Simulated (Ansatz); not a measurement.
Several settings converged on CoGe (R3, 8 atoms in the cell)

```
CELL_PARAMETERS angstrom
      4.59321     0.00000     0.00000
      0.00000     4.59321     0.00000
      0.00000     0.00000     4.59321
ATOMIC_POSITIONS crystal
  Co 0.14311 0.14311 0.14311
  Co 0.36317 0.86317 0.63683
  Co 0.63683 0.36317 0.86317
  Co 0.86317 0.63683 0.36317
  Ge 0.83981 0.83981 0.83981
  Ge 0.66019 0.16019 0.33981
  Ge 0.33981 0.66019 0.16019
  Ge 0.16019 0.33981 0.66019
```

Base method: PBEsol, default PAW files made with PBE (plane waves; Ansatz, a quantum-chemistry and plane-wave program).

Base settings: basis.ecutwfc = 30.9 Ry; kpoints.mp_grid.grid = 6 6 6; hamiltonian.xc = pbesol; hamiltonian.pseudopotentials = {kind: paw} (the program's default PAW files); scf.occupations.method = fermi_dirac; scf.occupations.width = 0.0073 Ry.

The count of work is k-points × plane waves × bands × iterations; it is no time. Core times come from one kind of shared machine, to one figure; runs under 30 s give none.

**Shifted k-point meshes**

In this ladder: kpoints.mp_grid.shift = 0.5 0.5 0.5.

Only quantities that move along the ladder and can be compared are tabulated.

| kpoints.mp_grid.grid | free energy less the last step's (meV/atom) | pressure (GPa) | largest difference of a force vector from the last step's (eV/Å) | count of work / last | core time / last (rough) |
|---|---|---|---|---|---|
| 1 1 1 | -541.62 | -5.20 | 1.261 | 0.0030 | – |
| 2 2 2 | 12.13 | -3.47 | 0.034 | 0.0038 | – |
| 3 3 3 | 9.21 | -3.00 | 0.010 | 0.011 | – |
| 5 5 5 | 0.13 | -2.99 | 0.002 | 0.050 | – |
| 7 7 7 | -0.07 | -3.00 | 0.000 | 0.13 | 0.1 |
| 9 9 9 | 0.00 | -3.01 | 0.000 | 0.27 | 0.2 |
| 14 14 14 | 0.00 | -3.01 | 0.000 | 1.0 | 1 |

Coarsest kpoints.mp_grid.grid that holds the pressure within 0.2 GPa of the last step, with all finer ones: 3 3 3, at 0.011 of the last step's count of work; the step before is off by 0.46 GPa.

Coarsest kpoints.mp_grid.grid that holds the free energy within 5 meV/atom of the last step, with all finer ones: 5 5 5, at 0.050 of the last step's count of work; the step before is off by 9.2 meV/atom.

Coarsest kpoints.mp_grid.grid that holds the forces within 0.005 eV/Å of the last step, with all finer ones: 5 5 5, at 0.050 of the last step's count of work; the step before is off by 0.010 eV/Å.

**The k-point mesh at a smearing width of 0.05 eV**

In this ladder: scf.occupations.width = 0.0037 Ry.

Only quantities that move along the ladder and can be compared are tabulated.

```tsv
kpoints.mp_grid.grid	free energy less the last step's (meV/atom)	largest difference of a force vector from the last step's (eV/Å)	count of work / last	core time / last (rough)
3 3 3	-7.49	0.011	0.018	–
4 4 4	-1.71	0.007	0.042	–
5 5 5	0.05	0.002	0.078	–
7 7 7	0.03	0.001	0.20	0.3
10 10 10	0.00	0.000	0.59	0.7
12 12 12	0.00	0.000	1.0	1
```

Coarsest kpoints.mp_grid.grid that holds the free energy within 2 meV/atom of the last step, with all finer ones: 4 4 4, at 0.042 of the last step's count of work; the step before is off by 7.5 meV/atom.

Coarsest kpoints.mp_grid.grid that holds the forces within 0.01 eV/Å of the last step, with all finer ones: 4 4 4, at 0.042 of the last step's count of work; the step before is off by 0.011 eV/Å.

**The mesh under tetrahedron occupations**

In this ladder: scf.occupations.method = tetrahedron; scf.occupations.width = default.

Only quantities that move along the ladder and can be compared are tabulated.

| kpoints.mp_grid.grid | free energy less the last step's (meV/atom) | largest difference of a force vector from the last step's (eV/Å) | count of work / last | core time / last (rough) |
|---|---|---|---|---|
| 4 4 4 | -1.21 | 0.012 | 0.034 | – |
| 5 5 5 | 0.27 | 0.004 | 0.055 | – |
| 7 7 7 | 0.11 | 0.001 | 0.13 | 0.2 |
| 11 11 11 | 0.01 | 0.001 | 0.49 | 0.5 |
| 14 14 14 | 0.00 | 0.000 | 1.0 | 1 |

Coarsest kpoints.mp_grid.grid that holds the forces within 0.005 eV/Å of the last step, with all finer ones: 5 5 5, at 0.055 of the last step's count of work; the step before is off by 0.012 eV/Å.

Coarsest kpoints.mp_grid.grid that holds the free energy within 1 meV/atom of the last step, with all finer ones: 5 5 5, at 0.055 of the last step's count of work; the step before is off by 1.2 meV/atom.

On the base run: the starting cell comes from a database of computed structures (which also holds hypothetical and non-ambient phases and stackings), without a prior relaxation at this level. Its lattice was rescaled by up to half a per cent. One atom was moved a little off its site on purpose. Spin polarisation is off. In the base run, with a pressure of about -3 GPa the cell is away from its equilibrium volume at this level. Ansatz's pressure includes its estimate of the finite-basis (Pulay) stress.

Left out of this page: 1 run of the series failed or unconverged.

Keys are those of Ansatz 0.2.
